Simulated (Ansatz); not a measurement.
The parent structure is Rh in the fcc (Cu type) structure (space group Fm-3m, No. 225; relaxed with 0.1 eV smearing).

```yaml
crystal:
  lattice:
    - [0.00000, 1.90077, 1.90077]
    - [1.90077, 0.00000, 1.90077]
    - [1.90077, 1.90077, 0.00000]
  atoms:
    - { symbol: Rh, position: [0.00000, 0.00000, 0.00000] }
```

Cartesian axes are those of the cell as printed.

The values are results of Kohn–Sham DFT with the r2SCAN functional, run in Ansatz (a quantum-chemistry and plane-wave program) with PAW and 500 eV plane waves, no SOC, not measurements.

For the base:

| Item | Value |
|---|---|
| Shortest interatomic distance | 2.688 Å |

Perturbation: tensile biaxial strain of 2.50 % in the plane normal to [001], as in epitaxy on a mismatched substrate; the out-of-plane cell vector and the atoms relax.

What happens to the shortest interatomic distance?

The shortest interatomic distance goes up by 0.0044 Å to 2.693 Å.

Predict the new in-plane stress.

The mean in-plane stress (compression positive) comes out as -10.0 GPa.

Whether these cells are dynamically stable was not tested. The final runs are not spin-polarised. Rh lies near a magnetic instability that expansion can trigger; it was not tested.
